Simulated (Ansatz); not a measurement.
Take ZrSe₂ in the CdI2 type structure (space group P-3m1, No. 164; a = 3.660 Å, c = 5.841 Å; layered, stacked along the Cartesian z axis; relaxed with 0.1 eV smearing) as the base. Axes: x lies along a and z along c of the hexagonal cell.

Computed with PBEsol-D3(BJ) (Ansatz, a first-principles code, PAW, scalar-relativistic without spin-orbit coupling), earlier PAW set.

Base values:

| Quantity | Value |
|---|---|
| Pressure | 0.0 GPa |
| Volume per atom | 22.59 Å³ |

The change: tensile biaxial strain of 4.26 % in the plane normal to [001], as in epitaxy on a mismatched substrate; the out-of-plane cell vector and the atoms relax.

Task: Predict the new pressure and volume per atom.

Result: The pressure (mean of the normal stresses, compression positive) goes from zero to -3.3 GPa; the volume per atom grows by 1.525 Å³ (22.59 Å³ → 24.11 Å³).

No phonon test of stability was made. All final runs are without spin polarisation.
